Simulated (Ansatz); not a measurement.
Consider Cu$_{3}$N (space group Pm-3m, No. 221; a = 3.827 Å). Axes: x, y, z lie along the cube axes.

Computed with PBE (Ansatz, a quantum-chemistry and plane-wave program; PAW; 420 eV plane waves; scalar-relativistic without spin-orbit coupling).

Strains are applied to the cell and any free atomic positions relax; under biaxial strain the out-of-plane vector relaxes too.

One change was made to it. Results:

The band gap grows by 0.19 eV (0.22 eV → 0.41 eV); the energy increases by 48 meV/atom.

**Question.** Which change produced these results?
A. biaxial strain +4.94 %, plane normal [001], relaxed out of plane
B. biaxial strain +1.18 %, plane normal [001], relaxed out of plane
C. isotropic strain +0.76 %

**Answer.** A, biaxial strain +4.94 %, plane normal [001], relaxed out of plane. For comparison, the band gap in the other runs: biaxial strain +1.18 %, plane normal [001], relaxed out of plane gives 0.27 eV; isotropic strain +0.76 % gives 0.30 eV.

Whether these cells are dynamically stable was not tested. All final runs are without spin polarisation. A zero or small gap of Cu3N can be the functional's error rather than a property of the material.
